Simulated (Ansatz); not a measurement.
The starting structures come from a database of crystals and need not be the phases stable at ambient conditions.

Input:

```yaml
crystal:
  lattice:
    - [7.56314, -0.04598, -0.07128]
    - [3.19176, 7.29261, 0.25996]
    - [-0.79843, 0.18502, 4.19759]
  atoms:
    - { symbol: Pd, position: [0.00000, 0.00000, 0.00000] }
    - { symbol: Se, position: [0.48012, 0.23411, 0.07651] }
    - { symbol: Se, position: [0.51988, 0.76589, 0.92349] }
    - { symbol: Se, position: [0.27899, 0.70740, 0.15703] }
    - { symbol: Se, position: [0.72101, 0.29260, 0.84297] }
    - { symbol: Se, position: [0.79771, 0.50640, 0.18492] }
    - { symbol: Se, position: [0.20229, 0.49360, 0.81508] }
    - { symbol: Br, position: [0.18208, 0.12794, 0.40467] }
    - { symbol: Br, position: [0.81792, 0.87206, 0.59533] }
```

Space group of this cell: P-1. The cell was relaxed by PBE-D3(BJ); by r2SCAN its mean pressure is 0.7 GPa.

Transport runs along the normal of the first two printed cell vectors.

The gap is the functional's own, uncorrected, and κ follows it; spin-orbit coupling is left out. Mid-gap values are interpolated between the computed energies.

Q: Compute, with Ansatz (an electronic-structure program) with r2SCAN, the band gap and the smallest decay constant κ at mid-gap.

A: Gap 0.83 eV on a 6×4×8 mesh; κ = 0.211 1/Å, at (-0.167, 0.250) of the in-plane reciprocal vectors. At the zone centre, at the nearest computed energy, the slowest state has κ = 0.22 1/Å.
